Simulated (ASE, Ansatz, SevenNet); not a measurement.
# L1₂ (Cu3Au-type) Cu3Au, enthalpy of formation

Reference value: -0.074 eV/atom (measured, 320 K, no zero-point or thermal correction; as tabulated in Nepal et al. (2019), arXiv:1905.09348).

```tsv
level (code)	value (eV/atom)	difference (eV/atom)
EMT (ASE)	-0.010	+0.064
SevenNet-0	-0.019	+0.055
LDA (Ansatz)	-0.041	+0.033
PBE (Ansatz)	-0.041	+0.033
PBEsol (Ansatz)	-0.043	+0.031
PBE-D3(BJ) (Ansatz)	-0.031	+0.043
PBE-D4 (Ansatz)	-0.019	+0.055
rVV10 (Ansatz)	-0.022	+0.052
B3LYP (VWN-RPA form) (Ansatz)	-0.063	+0.011
HSE06 (Ansatz)	-0.080	-0.006
PBE0 (Ansatz)	-0.068	+0.006
Hartree–Fock (Ansatz)	-0.122	-0.048
```

Once the reference is moved by up to 0.030 eV/atom (a margin picked here for doubts on the reference and the settings, and for temperature and zero-point motion) and values within 0.010 eV/atom count as equal, the nearest can be PBE0 (+0.006 eV/atom), HSE06 (-0.006 eV/atom), B3LYP (VWN-RPA form) (+0.011 eV/atom), PBEsol (+0.031 eV/atom), LDA (+0.033 eV/atom), PBE (+0.033 eV/atom) or Hartree–Fock (-0.048 eV/atom).

The measured value isn't corrected to a static lattice, so vibrations enter the comparison.  Density-functional levels without +SOC have no spin–orbit coupling, which shifts binding energies of heavy elements. B3LYP (VWN-RPA form), PBE0, Hartree–Fock: the run has no spin polarisation, so it can have missed a magnetic state. B3LYP (VWN-RPA form), Hartree–Fock: an element that serves as reference has a cell well above its measured volume. HSE06: exact exchange on metals is sensitive to the k mesh and can open a false gap. HSE06: the run warned that the count of filled bands differs between k points. Hartree–Fock: the cell is over a tenth larger than the published one: the level's own overestimate first of all, though another phase or state, or a fault of the published cell, is possible. Each level is taken at its own relaxed cell. Ansatz's density-functional and Hartree–Fock values are scalar-relativistic unless marked +SOC, with PAW data made under PBE.

Empirical potentials (EMT) are fitted to chosen data: where that held the value shown, agreement is built in, and what lay outside the fit can be far off. Machine-learned potentials (SevenNet-0) are trained on DFT data: a solid inside that data is no test of them.

Differences are worked out from the printed values.

Ansatz is a program for electronic structure.
